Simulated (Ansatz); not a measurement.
Defect: interstitial Zn in alpha quartz, charge state +2. The step: Zn moves alone to another site; the atom moves 1.83 Å along (0.03, 0.02, 0.33) of the unit cell; the moving atom starts with neighbours 2 O at 1.99, 2 O at 2.01 Å and ends with 2 O at 1.99, 2 O at 2.01 Å. A PBE band in Ansatz (plane-wave PAW, the Γ point alone, 72 host sites, 53 SCF runs with any check of the saddle's order, static, no finite-size correction) gives a forward barrier of 0.12 eV. The saddle point's order was not checked, and it lies on a symmetry element of the cell, where a band can be held. The charge state is imposed; whether it is stable for some Fermi level was not computed. Sites that were not tried may lie lower.

Single points at the band's start and saddle point can refine it. Rough cost of one point, in units of the band's mean SCF on the same machine:

```tsv
Level	Cost of one point
PBE, a 2×2×2 k-point mesh shifted by half a step along c	about 8
r2SCAN at 500 eV, the Γ point alone	about 4
```

Which of these move the barrier by more than 0.1 eV, and how far does each move it?

Not one does. PBE, a 2×2×2 k-point mesh shifted by half a step along c: 0.00 eV; r2SCAN at 500 eV, the Γ point alone: 0.00 eV. Each functional is compared with PBE at the same k-points.

Ansatz is an electronic-structure program.
